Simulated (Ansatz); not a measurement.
Defect: interstitial H in beta Ga2O3 strained by +1.5 % along x and y, z held, charge state +1. The step: several atoms move together, H the farthest; the atom moves 2.84 Å along (0.01, 0.00, 0.49) of the unit cell; the moving atom starts with neighbours O at 1.07, O at 1.41 Å and ends with O at 1.03, O at 1.60 Å. DFT values are from Ansatz (plane-wave PAW, 420 eV unless said) in a cell of 120 host sites, spin-restricted, static, with no finite-size correction. The charge state is imposed; whether it is stable for some Fermi level was not computed. Sites that were not tried may lie lower. For the PBE band: the saddle point's order was not checked, and it lies on a symmetry element of the cell, where a band can be held.

| Level | Forward barrier (eV) | Cost of the band or of the saddle's single point |
|---|---|---|
| CHGNet universal potential (has no charge state), its own band | 0.81 | - |
| PBE, the Γ point alone, band relaxed | 1.30 | around 40 core-minutes (rough) |
| PBE, a 2×2×2 k-point mesh shifted by half a step, same geometries | 1.30 | about 17 core-minutes (a rough figure) |

Ansatz is a first-principles code.
